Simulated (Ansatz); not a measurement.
The parent structure is Sn (space group I4_1/amd, No. 141; a = 5.9470 Å, c = 3.2123 Å).

Method: plane-wave PAW DFT at the PBE level (Ansatz, a program for electronic structure, 420 eV), spin-orbit coupling left out.

One change was made to it. Results:

```tsv
quantity	base	after
shortest interatomic distance	5.820 bohr	5.412 bohr
density	6.94 g/cm³	8.66 g/cm³
```

### Question
Which of these changes matches the shifts?
A) pressure 18 GPa
B) pressure 45 GPa
C) pressure −1 GPa
D) pressure 4.2 GPa

### Answer
A, pressure 18 GPa. For comparison, the shortest interatomic distance in the other runs: pressure 4.2 GPa gives 5.681 bohr; pressure 45 GPa gives 5.139 bohr; pressure −1 GPa gives 5.864 bohr.

Load acts through the strain it causes; cell and atoms are relaxed under it. Stability against distortions was not tested. Measured, Sn leaves this structure (for a body-centred tetragonal phase) near 8 GPa (temperature not stated; as listed in Olga Degtyareva, NATO science for peace and security series. B, Physics and biophysics (2010)).
